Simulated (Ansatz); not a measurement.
**Pressure series in Al**

The parent structure is Al in the fcc (Cu type) structure (space group Fm-3m, No. 225; a = 3.9920 Å).

Cell and atoms are relaxed at each pressure.

Method: r2SCAN/PAW in Ansatz (a quantum-chemistry and plane-wave program), no SOC.

```json
[
 {"pressure (GPa)": "-2", "volume per atom (Å³/atom)": "16.270"},
 {"pressure (GPa)": "0", "volume per atom (Å³/atom)": "15.904"},
 {"pressure (GPa)": "1.8", "volume per atom (Å³/atom)": "15.614"},
 {"pressure (GPa)": "4.2", "volume per atom (Å³/atom)": "15.265"},
 {"pressure (GPa)": "9", "volume per atom (Å³/atom)": "14.670"},
 {"pressure (GPa)": "18", "volume per atom (Å³/atom)": "13.799"},
 {"pressure (GPa)": "30", "volume per atom (Å³/atom)": "?"},
 {"pressure (GPa)": "45", "volume per atom (Å³/atom)": "12.124"},
 {"pressure (GPa)": "60", "volume per atom (Å³/atom)": "11.491"}
]
```

**Question.** Fit the third-order Birch–Murnaghan form P(V) = (3B₀/2)[(V₀/V)^(7/3) − (V₀/V)^(5/3)]·[1 + (3/4)(B₀′ − 4)((V₀/V)^(2/3) − 1)] (squares taken in P) to the rows shown and predict the withheld row.

**Answer.** Least squares on the printed values gives V₀ = 15.904 Å³/atom, B₀ = 95.0 GPa, B₀′ = 4.1; this predicts 12.931 Å³/atom, and the run gives 12.935 Å³/atom, 0.004 higher.

Measured bulk modulus of Al: 80.8 GPa (static lattice; corrected from measurement; as listed in H. Levämäki et al., Physical Review B (2014)); the computed value is 18 % above it.

Load acts through the strain it causes; cell and atoms are relaxed under it. Stability against distortions was not tested. Competing high-pressure phases were not computed.
